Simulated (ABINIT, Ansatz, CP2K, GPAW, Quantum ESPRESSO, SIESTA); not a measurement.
## PbS (Fm-3m, 2 atoms in the cell) computed with different codes at matched settings

Self-consistent single point.

```yaml
crystal:
  lattice:
    - [0.00000, 2.93080, 2.93080]
    - [2.93080, 0.00000, 2.93080]
    - [2.93080, 2.93080, 0.00000]
  atoms:
    - { symbol: Pb, position: [0.00000, 0.00000, 0.00000] }
    - { symbol: S, position: [0.50000, 0.50000, 0.50000] }
```

All programs got the same cell, k-point mesh and kind of occupations (in Ansatz's words: kpoints.mp_grid.grid = 5 5 5; scf.occupations.method = fermi_dirac; scf.occupations.width = 0.01 eV); potentials, basis and cutoffs are each program's usual ones.

| code | model | pressure (GPa) | k-points | cutoff |
|---|---|---|---|---|
| Quantum ESPRESSO | PBE, GBRV 1.5 ultrasoft (PBE) pseudopotentials | 4.20 | 10 | 40 Ry |
| ABINIT | PBE, norm-conserving pseudopotentials (PseudoDojo nc-sr-05 PBE standard) | 4.24 | 10 | 31 Ha |
| Ansatz | PBE, default PAW files | 4.35 | 10 | default |
| GPAW | PBE, GPAW PAW datasets PBE (gpaw-data 1.0.1) | 4.08 | 10 | 600 eV |
| SIESTA | GGA PBE, numerical atomic orbitals TZP, PseudoDojo PBE standard norm-conserving potentials (rewritten from UPF to PSML) | 4.78 | 63 | grid 300 Ry |
| CP2K | PBE, GPW, DZVP-MOLOPT-PBE-GTH basis, GTH-PBE potentials (POTENTIAL_UZH) | 5.45 | 63 | grid 400 Ry |

The spread over the programs that give each value: pressure within 1.37 GPa.

The starting cell has typed, rounded lattice constants, without a prior relaxation at this level. Its lattice was rescaled by a random factor within 2.5 % of one. On Ansatz's run: Spin-orbit coupling is off. In the base run, with a pressure of about 4 GPa the cell is away from its equilibrium volume at this level. A gap is left out here, as mesh or smearing make it unsure.

Task: Why do the programs differ, and what cannot be compared?

Result: Differences of this kind can come from the potentials, where these differ, and from what each basis and cutoff leave unconverged. The valence holds different numbers of electrons (Quantum ESPRESSO 20, ABINIT 20, Ansatz (a program for electronic structure) 20, GPAW 20, SIESTA 20, CP2K 10). The zero of total energies and Fermi levels follows the potentials and each program's conventions, so they are not compared here. SIESTA and CP2K use small atom-centred bases, whose incompleteness enters pressures, forces and empty levels differently from a plane-wave cutoff. Ansatz's pressure is given at a fixed set of plane waves, as the other plane-wave codes print theirs. The programs reduce the same mesh by symmetry to different extents, which changes the work and not the result. In the pressure, CP2K (by 1.23) lies more than 1 GPa from the median of the plane-wave programs.

This mesh misses zone-boundary points where a band edge of such crystals can lie, so no gaps are given.

Left out of this page: Elk and FLEUR (not drawn, or without a comparable value).

Keys are those of Ansatz 0.2.
